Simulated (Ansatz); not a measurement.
Take Cr in the bcc (W type) structure (space group Im-3m, No. 229; a = 2.8142 Å; non-magnetic) as the base.

Computed with Ansatz (a first-principles code) PBEsol, spin-orbit coupling left out.

Before the change:

The volume per atom comes out as 11.14 Å³ and the largest site moment comes out as 0.00 μB.

Modification: Fe takes the place of Cr on all its sites; the structure is relaxed again.

Tabulated Pauling electronegativity and covalent radius: Cr 1.66, 1.39 Å; Fe 1.83, 1.32 Å.

Q: What does the calculation give for the volume per atom and largest site moment after the change?

A: The volume per atom shrinks by 0.32 Å³ (11.14 Å³ → 10.82 Å³); the largest site moment goes from zero to 2.12 μB.

The magnetic state is the one reached from the starting moments; the real material's order can differ, and small cells can't hold many antiferromagnetic ones. No phonon test of stability was made. Seeded moments were not kept for the base. Spin-polarised in the final run: Fe; the other runs are not. Real Cr is antiferromagnetic at low temperature and ambient pressure, an order that this cell doesn't hold.
